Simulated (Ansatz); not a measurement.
**A computed series for PbS: pressure series**

Start from PbS in the rock salt structure (space group Fm-3m, No. 225; a = 6.009 Å).

Cell and atoms are relaxed at each pressure.

The values are results of PBE (Ansatz, a first-principles code), without spin-orbit coupling, earlier PAW set, not measurements.

### Question
Only one of these keeps a band gap. Which?
A) pressure 3 GPa
B) pressure 50 GPa
C) pressure 75 GPa
D) pressure 100 GPa

### Answer
A, pressure 3 GPa. Computed: pressure 50 GPa: zero; pressure 75 GPa: zero; pressure 3 GPa: 0.32 eV; pressure 100 GPa: zero

The mesh was chosen for an insulator and is coarse for the gapless case. Spin-orbit coupling, missing from the scalar runs, can matter with Pb. Load acts through the strain it causes; cell and atoms are relaxed under it. Whether these cells are dynamically stable was not tested. No other phases were tried under pressure. All final runs are without spin polarisation. The zero or small gap of PbS under pressure 50 GPa can change with the level of theory.
